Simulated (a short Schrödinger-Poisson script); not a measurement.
**Symmetric double-gate stack, Al2O3 on p-type InP**

System: symmetric double-gate stack, Al2O3 on p-type InP, at 300 K.

```
layer  material  thickness (nm)  Na (cm⁻³)
-----  --------  --------------  ---------
1         Al2O3             6.2          -
2           InP               8       1e17
3         Al2O3             6.2          -
```

Constants are typed, rounded textbook-type inputs, not results; the design itself was drawn at random and stands for no fabricated device. Al2O3: permittivity 9, conduction-band edge (eV) 3.03, gap (eV) 6.8, electron mass (mₑ) 0.3. InP: permittivity 12.5, conduction-band edge (eV) 0, gap (eV) 1.344, Nv at 300 K (cm⁻³) 1.1e19.

Channel valleys (confinement mass, in-plane density-of-states mass, number): Γ 0.08, 0.08, 1. At the gates, both at one voltage, the conduction-band edge of layer 1 lies 3.67 eV − eVg above the Fermi level of the channel. Gaps are held at their typed values at every temperature. Mesh 0.03 nm at interfaces.

Solved with a short Schrödinger-Poisson script written for these runs: 1D Poisson equation in equilibrium, electrons quantum, Hartree (BenDaniel-Duke, 12 states a valley, the channel's in-plane mass for all, wave functions ending at the dielectric), parabolic valleys, classical holes, full ionisation, no traps, pinning or gate leakage.

| Vg (V) | electrons (cm⁻²) | C (μF/cm²) | Γ E0 (meV) | Γ E1 (meV) |
|---|---|---|---|---|
| 0.4 | 3.72e6 | < 0.003 | 319.4 | 539.6 |
| 0.5 | 1.78e8 | < 0.003 | 219.4 | 439.6 |
| 0.6 | 8.26e9 | 0.0506 | 120.1 | 340.2 |
| 0.7 | 1.98e11 | 0.715 | 35.1 | 254.5 |
| 0.8 | 8.49e11 | 1.26 | -13.3 | 203.8 |
| 0.9 | 1.69e12 | 1.41 | -46.6 | 167.4 |
| 1 | 2.59e12 | 1.45 | -75.9 | 134.9 |
| 1.1 | 3.50e12 | 1.48 | -103.8 | 103.8 |
| 1.2 | 4.43e12 | 1.50 | -130.9 | 73.6 |
| 1.3 | 5.38e12 | 1.54 | -156.6 | 44.8 |
| 1.4 | 6.36e12 | 1.61 | -180.0 | 18.5 |
| 1.5 | 7.39e12 | 1.68 | -200.6 | -4.9 |
| 1.6 | 8.45e12 | 1.72 | -218.9 | -26.0 |
| 1.7 | 9.54e12 | 1.75 | -235.8 | -45.5 |
| 1.8 | 1.06e13 | 1.77 | -251.9 | -64.3 |
| 1.9 | 1.17e13 | 1.77 | -267.7 | -82.6 |
| 2 | 1.28e13 | 1.78 | -283.2 | -100.7 |
| 2.1 | 1.40e13 | 1.78 | -298.8 | -118.7 |

Gate voltages with under 1e6 electrons/cm² are left out.

Subbands count from the Fermi level. The capacitance is that of both gates.

Above a few 1e12 electrons/cm² a light Γ valley is non-parabolic and upper valleys begin to fill, which the model leaves out.
